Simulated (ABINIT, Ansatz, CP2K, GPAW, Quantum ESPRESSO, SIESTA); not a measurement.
## NaLiZnS2 (P3m1, 5 atoms in the cell) computed with different codes at matched settings

Self-consistent single point.

```
CELL_PARAMETERS angstrom
      3.98206     0.00000     0.00000
     -1.99103     3.44856     0.00000
      0.00000     0.00000     6.82385
ATOMIC_POSITIONS crystal
  Na 0.00000 0.00000 0.02616
  Li 0.33333 0.66667 0.35665
  Zn 0.66667 0.33333 0.61163
  S  0.33333 0.66667 0.73381
  S  0.66667 0.33333 0.27174
```

Shared settings, as Ansatz (an electronic-structure program) writes them: kpoints.mp_grid.grid = 10 10 5; scf.occupations.method = fixed. Potentials and cutoffs stand in the table.

```csv
code,model,pressure (GPa),largest force (eV/Å),gap on the mesh (eV),cutoff
SIESTA,"LDA PW92, numerical atomic orbitals DZP, PseudoDojo LDA standard norm-conserving potentials (rewritten from UPF to PSML)",-3.60,0.039,1.741,grid 300 Ry
Quantum ESPRESSO,"LDA (PZ), GBRV 1.5 ultrasoft (LDA) pseudopotentials",-4.25,0.232,1.569,50 Ry
GPAW,"LDA (Perdew-Wang 92), GPAW PAW datasets LDA (gpaw-data 1.0.1)",-4.07,0.242,1.558,850 eV
CP2K,"LDA (Pade form), GPW, DZVP-MOLOPT-PBE-GTH basis, GTH-PBE potentials (POTENTIAL_UZH)",-3.07,0.144,1.506,grid 1000 Ry
ABINIT,"LDA (PW92), PAW (JTH v2.0 LDA PAW)",-4.30,0.255,1.556,816 eV
Ansatz,"LDA (PW92), PAW files made with PBE",-4.25,0.241,1.570,30.9 Ry
```

Size of the force on each atom (eV/Å): Sizes of forces hide their directions.

```
code                Na1    Li2    Zn3     S4     S5
----------------  -----  -----  -----  -----  -----
SIESTA            0.039  0.014  0.011  0.001  0.022
Quantum ESPRESSO  0.039  0.017  0.051  0.232  0.227
GPAW              0.041  0.015  0.061  0.236  0.242
CP2K              0.043  0.031  0.031  0.144  0.119
ABINIT            0.036  0.016  0.058  0.249  0.255
Ansatz            0.044  0.015  0.055  0.241  0.237
```

Gaps are read on the mesh.

The spread over the programs that give each value: pressure within 1.23 GPa; largest force within 0.216 eV/Å; gap on the mesh within 0.235 eV.

SIESTA and CP2K use small atom-centred bases, whose incompleteness enters pressures, forces and empty levels differently from a plane-wave cutoff. Ansatz's pressure is given at a fixed set of plane waves, as the other plane-wave codes print theirs. The same LDA comes in different parametrisations, which differ slightly. In the pressure, CP2K (by 1.18) lies more than 1 GPa from the median of the plane-wave programs. In the gap, SIESTA (by 0.177) lies more than 0.12 eV from the median of the plane-wave programs. In the force vectors, SIESTA (by 0.261) and CP2K (by 0.120) lie more than 0.08 eV/Å from the median of the plane-wave programs.

The starting cell comes from a database of computed structures (which also holds hypothetical and non-ambient phases and stackings), without a prior relaxation at this level.

Keys are those of Ansatz 0.2.
